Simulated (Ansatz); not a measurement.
**Hypothetical Amm2 Al2O3, pressure series**

Consider Al$_{2}$O$_{3}$ (space group Amm2, No. 38; a = 2.8227 Å, b = 5.3260 Å, c = 8.3048 Å; a hypothetical phase, not in the database extracts checked).

Cell and atoms are relaxed at each pressure.

All numbers come from PBEsol/PAW in Ansatz (an electronic-structure program), spin-orbit coupling left out.

Notes on the quantities. enthalpy: H = E + PV relative to the base's energy.

| case | enthalpy | band gap | volume per atom | gap character |
|---|---|---|---|---|
| base | – | 4.01 eV | 12.49 Å³ | indirect, T → Γ |
| pressure −2 GPa | -0.16 eV/atom | 3.95 eV | 12.66 Å³ | indirect, T → Γ |
| pressure −1 GPa | -0.08 eV/atom | 3.98 eV | 12.57 Å³ | indirect, T → Γ |
| pressure 0.3 GPa | +0.02 eV/atom | 4.02 eV | 12.46 Å³ | indirect, T → Γ |
| pressure 0.7 GPa | +0.05 eV/atom | 4.03 eV | 12.43 Å³ | indirect, T → Γ |
| pressure 1.5 GPa | +0.12 eV/atom | 4.06 eV | 12.36 Å³ | indirect, T → Γ |
| pressure 3 GPa | +0.23 eV/atom | [?] | [?] | indirect, T → Γ |
| pressure 7.5 GPa | +0.57 eV/atom | 4.18 eV | 11.91 Å³ | direct at Γ |
| pressure 10 GPa | +0.76 eV/atom | 4.20 eV | 11.74 Å³ | direct at Γ |

Task: Fill in the withheld entries from the trend.

Result: 
- pressure 3 GPa, band gap: 4.10 eV
- pressure 3 GPa, volume per atom: 12.24 Å³

Load acts through the strain it causes; cell and atoms are relaxed under it. Whether these cells are dynamically stable was not tested. Competing high-pressure phases were not computed. The base started in Cc and relaxed to Amm2 at this level.
